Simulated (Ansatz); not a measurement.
Adsorption energy and surface dipole of N on the (0001) surface of wurtzite GaN (2x2 Ga adatom at T4; a constructed slab, bottom: 3 H on 4 bottom sites), one in a cell of 36 Å², started at the site 'over Ga at depth 1.7 Å', worked from the runs' numbers; total energies count from the potentials' own zero.

Host crystal: wurtzite GaN, with a band gap (PBE, scalar-relativistic without spin-orbit coupling).

Level of theory: r2SCAN, at the PBE geometry (plane waves to 500 eV, PAW; Ansatz, a quantum-chemistry and plane-wave program).

Set-up: 45 atoms, 13.9 Å thick at the start with caps and adatoms under the adsorbate (thin: gaps and levels are the slab's own); mesh 4x4x1; 0.01 eV smearing; dipole correction on; single point; on the structure that PBE left under its start's symmetry; spin-polarised, ending with about 1.0 μB a cell; orders that need a larger cell were not tried, no spin-orbit, no U, no dispersion correction. The program's check for a lower electronic state was not made. At the end it is bonded to 2 Ga. In PBE it is, or lies within 0.03 eV of, the lowest of the starts that converged; the order may differ at this level.

| quantity | value |
|---|---|
| slab with the adsorbate | -87744.395 eV |
| clean slab, same cell and mesh | -87360.451 eV |
| reference, ½ N2(g) | -384.809 eV |
| area of the cell | 35.88 Å² |
| change of the step from the bottom to the top vacuum level | 0.927 eV |

**Question.** What is the adsorption energy against this reference?

**Answer.** E(slab + adsorbate) − E(slab) − E(reference) = 0.86 eV, so in this state the adsorbate is less stable than in the reference, at a coverage of 2.79 a nm².

**Question.** What dipole does adsorption add to the slab along the outward normal (Helmholtz relation, ε₀ = 0.005526 e/(V·Å))?

**Answer.** p = −ε₀·A·ΔV = -0.184 e·Å = -0.88 D; its negative end points to the vacuum, which raises the vacuum level.
